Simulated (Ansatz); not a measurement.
**AgNO3 (R3c, No. 161; cell taken from a computed entry)**

Computed with LDA (plane waves, PAW; Ansatz, a program for electronic structure).

Run with plane-wave cutoff 500 eV, 10×10×10 k mesh, gaussian smearing 0.02 eV, no spin polarisation, scalar-relativistic PAW data made under PBE.

Cell: relaxed at this level.

```
Item                                                  Value
------------------------------  ---------------------------
volume per atom                               11.56 Å³/atom
equilibrium lattice constant a                      5.022 Å
c axis length                                      15.875 Å
band gap                        1.55 eV (on the SCF k mesh)
```

Note: the relaxation could not lower the start's symmetry, so the cell can be a saddle point above a distorted one.

Spin–orbit coupling is not included.

Computing time: roughly 60 core-minutes.
